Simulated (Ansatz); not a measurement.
## GaP in the zinc blende structure (space group F-43m, No. 216)

Space group F-43m (No. 216); a = b = c = 5.5064 Å, α = β = γ = 90.00°

| atom | site | symmetry | x | y | z |
|---|---|---|---|---|---|
| P | 4c | -43m | 0.2500 | 0.2500 | 0.2500 |
| Ga | 4a | -43m | 0.0000 | 0.0000 | 0.0000 |
(The calculation used a cell of 2 atoms; values per cell refer to that cell.)

Level of theory: Kohn–Sham DFT with the PBE functional, run in Ansatz (a first-principles code) with PAW and 420 eV plane waves, no spin-orbit coupling, earlier PAW set. Settings: 10×10×10 k-points, 0.05 eV Fermi–Dirac smearing.

| Item | Value |
|---|---|
| Volume per atom | 20.87 Å³ |
| Density | 4.01 g/cm³ |
| Band gap | 1.58 eV, direct at Γ |
| Electron mass | 0.10 mₑ |
| Hole mass (degenerate bands, along [100]) | 0.098, 0.40, 0.40 mₑ |
| Lowest conduction-band minima above the VBM | Γ 1.58 eV; L along ⟨111⟩ 1.58 eV; a point along ⟨100⟩, about 1.0 Å⁻¹ from Γ 1.64 eV |
| Total energy | -2269.782 eV/atom (σ→0; compares only within this code and set-up) |

Effective masses come from finite differences of ±0.01 Å⁻¹. Whether these cells are dynamically stable was not tested. The real GaP has an indirect gap at ambient pressure; PBE orders its close-lying valleys differently.
